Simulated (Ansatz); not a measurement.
The starting structures come from a database of crystals and need not be the phases stable at ambient conditions.

 Where the default PAW files enter, the runs use the earlier of Ansatz's two default sets.

Given:

```yaml
crystal:
  lattice:
    - [4.38600, 0.00000, 0.00000]
    - [0.00000, 9.80670, 0.00000]
    - [0.00000, 0.82131, 2.71658]
  atoms:
    - { symbol: Al, position: [0.54942, 0.64337, 0.60663] }
    - { symbol: Al, position: [0.45058, 0.35663, 0.39337] }
    - { symbol: Al, position: [0.04942, 0.85663, 0.89337] }
    - { symbol: Al, position: [0.95058, 0.14337, 0.10663] }
    - { symbol: H, position: [0.91062, 0.40914, 0.84086] }
    - { symbol: H, position: [0.08938, 0.59086, 0.15914] }
    - { symbol: H, position: [0.41062, 0.09086, 0.65914] }
    - { symbol: H, position: [0.58938, 0.90914, 0.34086] }
    - { symbol: O, position: [0.20496, 0.30227, 0.94773] }
    - { symbol: O, position: [0.79504, 0.69773, 0.05227] }
    - { symbol: O, position: [0.70496, 0.19773, 0.55227] }
    - { symbol: O, position: [0.29504, 0.80227, 0.44773] }
    - { symbol: O, position: [0.69583, 0.44534, 0.80466] }
    - { symbol: O, position: [0.30417, 0.55466, 0.19534] }
    - { symbol: O, position: [0.19583, 0.05466, 0.69534] }
    - { symbol: O, position: [0.80417, 0.94534, 0.30466] }
```

Space group of this cell: Pnma. The cell is taken as given; by PBEsol its mean pressure is 2.8 GPa.

Transport runs along the normal of the first two printed cell vectors.

The gap is the functional's own. No spin-orbit coupling. Mid-gap values are interpolated on the energy grid.

Problem. State the band gap and the smallest decay constant κ at mid-gap according to PBEsol run with Ansatz (a program for electronic structure).

Solution. Gap 5.80 eV on a 8×12×12 mesh; κ = 0.389 1/Å, at the zone centre.
